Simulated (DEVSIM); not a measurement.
System: W/SiO2/p-Ge capacitor, at 300 K.

Layer 1 from the left is SiO2, thickness (nm) 26.0. Layer 2 from the left is Ge, thickness (nm) 17000, Na (cm⁻³) 1.2e15.

Metal gate on the left, work function 4.6 eV. Fixed charge at the semiconductor interface -5.8e10 cm⁻² (in units of +e); no interface traps.

This is a model device: material constants are rounded textbook-type values typed into the input, and sizes, dopings and lifetimes were drawn at random. Values at 300 K.

SiO2: gap (eV) 9, affinity (eV) 0.9, permittivity 3.9. Ge: gap (eV) 0.664, affinity (eV) 4, permittivity 16, Nc (cm⁻³) 1.04e19, Nv (cm⁻³) 6e18.

Question: Estimate by hand the flat-band voltage, the threshold voltage, and compare with a numerical solution.

Answer: 
- Flat-band voltage: C = 0.133 μF/cm², work-function difference 0.156 V; VFB = φms − qNf/C = 0.23 V; numerical 0.23 V.
- Threshold voltage: φF = 0.105 V, depletion charge √(4εqNφF) = 1.07e-8 C/cm²; VT = VFB + 2φF + Qd/C = 0.52 V; numerical 0.52 V.

Simulated with DEVSIM: 1D Poisson equation in equilibrium, Boltzmann statistics, complete ionisation; no quantum confinement or tunnelling. Metal contacts follow the ideal Schottky-Mott rule: no Fermi-level pinning, no interface dipoles.
